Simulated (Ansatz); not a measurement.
MoTe2: pressure series

Start from MoTe₂ (space group P6_3/mmc, No. 194; layered, stacked along the Cartesian z axis).

```yaml
crystal:
  lattice:
    - [3.49664, 0.00000, 0.00000]
    - [-1.74832, 3.02818, 0.00000]
    - [0.00000, 0.00000, 13.69594]
  atoms:
    - { symbol: Te, position: [0.66667, 0.33333, 0.38268] }
    - { symbol: Te, position: [0.33333, 0.66667, 0.88268] }
    - { symbol: Te, position: [0.33333, 0.66667, 0.61732] }
    - { symbol: Te, position: [0.66667, 0.33333, 0.11732] }
    - { symbol: Mo, position: [0.66667, 0.33333, 0.75000] }
    - { symbol: Mo, position: [0.33333, 0.66667, 0.25000] }
```

Cell and atoms are relaxed at each pressure.

All numbers come from Kohn–Sham DFT with the PBE-D3(BJ) functional, run in Ansatz (a program for electronic structure) with PAW and 420 eV plane waves, spin-orbit coupling left out.

| variant | gap character | shortest interatomic distance | band gap | density |
|---|---|---|---|---|
| base | indirect, Γ → K–Γ (44 % along) | 271.6 pm | 0.60 eV | 8.04 g/cm³ |
| pressure −2 GPa | indirect, K → K–Γ (40 % along) | 272.9 pm | 0.80 eV | 7.55 g/cm³ |
| pressure −1 GPa | indirect, Γ → K–Γ (44 % along) | 272.2 pm | 0.68 eV | 7.84 g/cm³ |
| pressure 0.3 GPa | indirect, Γ → K–Γ (44 % along) | 271.4 pm | ? | ? |
| pressure 0.7 GPa | indirect, K–Γ (81 % along) → K–Γ (44 % along) | 271.2 pm | 0.54 eV | 8.16 g/cm³ |
| pressure 1.5 GPa | indirect, K–Γ (81 % along) → K–Γ (44 % along) | 270.8 pm | 0.46 eV | 8.28 g/cm³ |
| pressure 5 GPa | indirect, K–Γ (87 % along) → K–Γ (44 % along) | 269.1 pm | 0.19 eV | 8.71 g/cm³ |
| pressure 7.5 GPa | – | 268.1 pm | zero | 8.97 g/cm³ |
| pressure 10 GPa | – | 267.1 pm | zero | 9.20 g/cm³ |

Question: Fill in the withheld entries from the trend.

Answer: 
- pressure 0.3 GPa, band gap: 0.58 eV
- pressure 0.3 GPa, density: 8.09 g/cm³

The mesh was chosen for an insulator and is coarse for the gapless case. With Te present, leaving out spin-orbit coupling can change the band edges. Load acts through the strain it causes; cell and atoms are relaxed under it. No phonon test of stability was made. Competing high-pressure phases were not computed. The final runs are not spin-polarised. Gaps under 0.05 eV, about the width of the smearing, are given as zero. The D3 term's C6 switches between coordination references near this geometry, which can add small steps to energies. The zero or small gap of MoTe2 under pressure 5 GPa, MoTe2 under pressure 7.5 GPa and MoTe2 under pressure 10 GPa can change with the level of theory.
